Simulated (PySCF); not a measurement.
PySCF 2.14.0, unrestricted PBE/def2-tzvp, df: Zn(Me)2 anion ([CH3][Zn][CH3]), charge -1, multiplicity 2, 9 atoms. The geometry is a generated start, not checked to be a minimum at this level.

```yaml
task: energy
method: pbe
basis: def2-tzvp
two_electron_scheme: density fitting
mol.max_memory: 3000 MB
mf.max_cycle: 100
mf.conv_tol: 1e-09 (default)
mf.grids.level: 3 (default)
basis_functions: 146
grid_points: 107728
```

```xyz
9

Zn     0.0085     0.0014     0.0101
C      1.5739     0.2212    -1.2822
H      2.2780    -0.6034    -1.2118
H      2.1316     1.1343    -1.0909
H      1.2356     0.2646    -2.3142
C     -1.5722    -0.2219     1.2847
H     -2.1295    -1.1316     1.0779
H     -2.2720     0.6063     1.2038
H     -1.2540    -0.2708     2.3226
```

Charge -1 and multiplicity 2 are set for this test and not shown to be the ground state.

With the defaults (mf.init_guess = minao, mf.DIIS = CDIIS, mf.level_shift = 0, mf.diis = true, mf.diis_space = 8, newton = off) it converges in 25 Fock builds. One run each on 2 threads, 1 BLAS thread, with these changes:
- mf.diis_space = 3
- mf.init_guess = atom
- mf.diis = false
- mf.init_guess = 1e
- mf.level_shift = 0.1 Hartree
- mf.level_shift = 0.3 Hartree
- mf.DIIS = EDIIS
- newton = Hessian by the SCF's own integrals
- mf.DIIS = ADIIS
- mf.level_shift = 1 Hartree

Q: Which of these changes keep the SCF from converging, or lead it to another solution?

A: No convergence: mf.init_guess = 1e; mf.DIIS = EDIIS; mf.level_shift = 0.1 Hartree; mf.level_shift = 0.3 Hartree; mf.level_shift = 1 Hartree; mf.diis = false (the run ends without SCF convergence in 100 cycles). The rest reach the solution of the defaults.

| setting | Fock builds | end |
|---|---|---|
| mf.init_guess = atom | 20 | same solution |
| the defaults | 25 | same solution |
| mf.diis_space = 3 | 54 | same solution |
| mf.DIIS = ADIIS | 63 | same solution |
| newton = Hessian by the SCF's own integrals | 67 | same solution |
| mf.init_guess = 1e | 101 | no convergence |
| mf.DIIS = EDIIS | 101 | no convergence |
| mf.level_shift = 0.1 Hartree | 101 | no convergence |
| mf.level_shift = 0.3 Hartree | 101 | no convergence |
| mf.level_shift = 1 Hartree | 101 | no convergence |
| mf.diis = false | 101 | no convergence |

Under newton the count holds the products with the orbital Hessian.
